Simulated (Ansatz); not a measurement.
We look at the formation energy of the neutral V_N in YN (rock salt, Fm-3m). Reaction: 8 YN (rock salt) → cell A + 1/2 N2 (gas).

Cell A: a supercell of 16 sites of YN (rock salt, Fm-3m) with one empty N site amid 6 Y; an odd number of electrons; spin state with PBE: no moments, k-point mesh 5×5×5.
```yaml
crystal:
  lattice:
    - [6.93777, 0.00000, 0.00000]
    - [3.46888, 6.00828, 0.00000]
    - [3.46888, 2.00276, 5.66466]
  atoms:
    - { symbol: Y, position: [0.00001, 0.00000, 0.00000] }
    - { symbol: Y, position: [0.99492, 0.99492, 0.50508] }
    - { symbol: N, position: [0.25000, 0.25000, 0.75000] }
    - { symbol: Y, position: [0.99492, 0.50508, 0.99492] }
    - { symbol: N, position: [0.25000, 0.75000, 0.25000] }
    - { symbol: Y, position: [0.99492, 0.50508, 0.50508] }
    - { symbol: N, position: [0.25000, 0.75000, 0.75000] }
    - { symbol: Y, position: [0.50507, 0.99492, 0.99492] }
    - { symbol: N, position: [0.75000, 0.25000, 0.25000] }
    - { symbol: Y, position: [0.50508, 0.99492, 0.50508] }
    - { symbol: N, position: [0.75000, 0.25000, 0.75000] }
    - { symbol: Y, position: [0.50508, 0.50508, 0.99492] }
    - { symbol: N, position: [0.75000, 0.75000, 0.25000] }
    - { symbol: Y, position: [0.50000, 0.50000, 0.50000] }
    - { symbol: N, position: [0.75000, 0.75000, 0.75000] }
```

Reference: YN (rock salt, Fm-3m), 16 atoms in the cell, the relaxed perfect crystal repeated, atoms not moved again, k-point mesh 5×5×5 on the run's own vectors.

Reference: an isolated N2 molecule (singlet) in a box of 11 × 11 × 13 Å.

All numbers come from Ansatz (an electronic-structure program), plane waves with PAW, its default PAW set, cutoff 420 eV. The structures are at rest with PBE, within the held lattices. Neutral cells; Fermi-Dirac smearing of at most 0.05 eV in the solids, energies taken to zero width. A dispersion term (D3(BJ), or D4 for r2SCAN) was computed beside these levels and is taken off wherever the name lacks it. No zero-point or thermal terms. No structure search was made; lower ones may exist. No correction for cell size. The cell is small for its defects, so this is an ordered compound on the host's lattice rather than an isolated defect. The value holds for the reservoirs listed; other chemical potentials shift it. Cell A has symmetry Fm-3m within 0.02 Å and got no random move, so less symmetric positions, which may lie lower, weren't tried.

Problem. Give the value at the level PBE.

Solution. 3.52 eV, for 8 YN (rock salt) → cell A + 1/2 N2 (gas).
